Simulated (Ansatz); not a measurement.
The starting structures come from a database of crystals and need not be the phases stable at ambient conditions.

 Where the default PAW files enter, the runs use the earlier of Ansatz's two default sets.

By PBEsol, the system below comes out a metal.

The ballistic (Sharvin) conductance counts the channels at the Fermi level: G/A = (e²/h) × channels of both spins per area.

Consider the following.

```yaml
crystal:
  lattice:
    - [3.22436, 0.00000, 0.00000]
    - [-1.61218, 2.79238, 0.00000]
    - [1.61218, 0.93079, 2.63268]
  atoms:
    - { symbol: Hf, position: [0.00000, 0.00000, 0.00000] }
```

Space group of this cell: Fm-3m, fcc (Cu type). The cell is strained (all lengths scaled by 1.02); by PBEsol its mean pressure is -8.7 GPa.

The current flows along the normal of the first two printed cell vectors, the (111) plane of the conventional cell. No spin-orbit coupling; the value is a mean over 0.1 eV about the Fermi level.

Problem. State the ballistic conductance per area according to Ansatz (a quantum-chemistry and plane-wave program) with PBEsol.

Solution. 1.2 × 10¹⁵ S/m² for both spins.
